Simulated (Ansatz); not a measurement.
Worked calculations on one periodic cell of amorphous Hf18O39La2: Hf18O39La2, 59 atoms, volume 780.7 Å³, made by a melt-quench on the CHGNet potential and relaxed with DFT. O atoms were pushed apart under 1.9 Å during the dynamics, to hinder bonds among them. It is a model cell: composition and starting density were chosen by hand, and all elements were melted together. Cycles of charging were run to anneal it. Computed with PBE, scalar-relativistic without spin-orbit coupling (plane waves to 420 eV, PAW; Ansatz, an electronic-structure program). Sampling: a 2×2×2 Γ-centred mesh; Fermi-Dirac width 0.02 eV; no spin polarisation. Its volume was held where the quench left it, its shape was free, and it stands at a mean pressure of 2.3 GPa with stress components up to 2.3 GPa; the relaxation ran on the zone centre alone. Its density went from a set 8.75 to 8.75 g/cm³. The cell is small and was quenched far faster than a real film, so it is one sample of the glass.

Problem. Count formal charges (Hf +4, O -2, La +3). What does the count lead one to expect at the Fermi level, and what does the calculation give?

Solution. 18 × (+4) + 39 × (-2) + 2 × (+3) = 0. The charges balance, so the anion-derived valence states can be full and a gap can open. On this mesh the highest filled and lowest empty level lie 3.95 eV apart, the PBE gap of this cell, with a localised state at one edge or both.

Four energies for an added electron at PBE on the zone centre alone (charged cells in a uniform background, spin-polarised): neutral at the neutral geometry -317712.959 eV; charged at the neutral geometry -317697.276 eV; charged and relaxed -317697.654 eV; neutral at the charged geometry -317712.269 eV.

Problem. Find the two relaxation energies and their sum, the reorganisation energy.

Solution. On charging: -317697.276 − (-317697.654) = 0.378 eV. On discharging: -317712.269 − (-317712.959) = 0.690 eV. The sum is 1.068 eV. The carrier's level spreads over 9 of the 59 atoms' worth, so it counts as partly localised, most on one Hf atom with neighbours O 2.05 Å, O 2.07 Å, O 2.08 Å, O 2.09 Å, O 2.18 Å, O 2.26 Å, O 2.33 Å (neutral geometry). The values are uncorrected: the image energy of a point charge in this cell, 2.84 × 14.40 / (2 × 9.2) = 2.2 eV before screening, is screened by electrons alone at the fixed geometry and by ions too after relaxing, and the carrier can be spread before it relaxes, so each term can be off by up to that value times 1/ε∞, some tenths of an eV. PBE's self-interaction favours spread-out carriers, so a hybrid can localise more.

Four energies for a hole at PBE on the zone centre alone (charged cells in a uniform background, spin-polarised): neutral at the neutral geometry -317712.959 eV; charged at the neutral geometry -317724.551 eV; charged and relaxed -317724.689 eV; neutral at the charged geometry -317712.396 eV.

Problem. Find the two relaxation energies and their sum, the reorganisation energy.

Solution. On charging: -317724.551 − (-317724.689) = 0.138 eV. On discharging: -317712.396 − (-317712.959) = 0.563 eV. The sum is 0.701 eV. The carrier's level spreads over 4 of the 59 atoms' worth, so it counts as localised, most on one O atom with neighbours Hf 1.91 Å, Hf 2.00 Å (neutral geometry). The values are uncorrected: the image energy of a point charge in this cell, 2.84 × 14.40 / (2 × 9.2) = 2.2 eV before screening, is screened by electrons alone at the fixed geometry and by ions too after relaxing, and the carrier can be spread before it relaxes, so each term can be off by up to that value times 1/ε∞, some tenths of an eV. PBE's self-interaction favours spread-out carriers, so a hybrid can localise more.
